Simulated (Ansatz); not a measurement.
SnSb, response to strain

The reference is SnSb in the rock salt structure (space group Fm-3m, No. 225; relaxed with 0.1 eV smearing).

```
SnSb
1.0
    0.00000     3.04401     3.04401
    3.04401     0.00000     3.04401
    3.04401     3.04401     0.00000
Sn Sb
1 1
Cartesian
  3.04401   3.04401   3.04401
  0.00000   0.00000   0.00000
```

Cartesian axes are those of the cell as printed.

Strains are applied to the cell and any free atomic positions relax; under biaxial strain the out-of-plane vector relaxes too.

Computed with Ansatz (a program for electronic structure), PBEsol, PAW, cutoff 420 eV, without spin-orbit coupling.

Notes on the quantities. energy relative to the base: free energy F; pressure: mean of the normal stresses, compression positive.

```tsv
case	energy relative to the base	pressure	volume per atom	space group
base	0 meV/atom	0.0 GPa	28.21 Å³	Fm-3m (No. 225)
biaxial strain −2.78 %, plane normal [001], relaxed out of plane	+23 meV/atom	3.4 GPa	26.88 Å³	I4/mmm (No. 139)
biaxial strain −1.07 %, plane normal [111], relaxed out of plane	+1.5 meV/atom	0.5 GPa	27.96 Å³	R-3m (No. 166)
isotropic strain −5.42 %	+170 meV/atom	14.8 GPa	23.86 Å³	Fm-3m (No. 225)
isotropic strain +5.10 %	+100 meV/atom	-6.1 GPa	32.75 Å³	Fm-3m (No. 225)
```

Whether these cells are dynamically stable was not tested. All final runs are without spin polarisation. An odd electron count without spin: SnSb.
